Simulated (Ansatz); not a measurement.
Start from Al in the fcc (Cu type) structure (space group Fm-3m, No. 225; relaxed with 0.1 eV smearing).

```
Al
1.0
    0.00000     1.99194     1.99194
    1.99194     0.00000     1.99194
    1.99194     1.99194     0.00000
Al
1
Direct
  0.00000   0.00000   0.00000
```

Level of theory: Ansatz (a program for electronic structure), LDA, PAW, cutoff 420 eV, no SOC.

Before the change:

| Item | Value |
|---|---|
| Pressure | 0.0 GPa |

It is then changed as follows: the cell is scaled by 1.0100 in all directions; the atoms relax in the strained cell.

How does this affect the energy relative to the base and pressure?

The energy grows by 3.6 meV/atom; the pressure goes from zero to -2.3 GPa.

Whether these cells are dynamically stable was not tested.
